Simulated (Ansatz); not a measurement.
CsCl-type RuAl, treated with PBE in Ansatz (plane waves, PAW).

Run with plane-wave cutoff 520 eV, 16×16×16 k mesh, Fermi–Dirac smearing 0.1 eV, perturbation theory, force constants from a 4×4×4 q mesh, no spin polarisation, scalar-relativistic PAW data made under PBE.

Computed at the level's own relaxed cell.

Harmonic phonon frequencies (cm⁻¹; i marks an imaginary mode):

```
q point              frequencies
-------  -----------------------
Γ              0 0 0 307 307 307
R        179 179 179 330 330 330
```

No imaginary mode appears at these points.

Ansatz is a program for electronic structure.
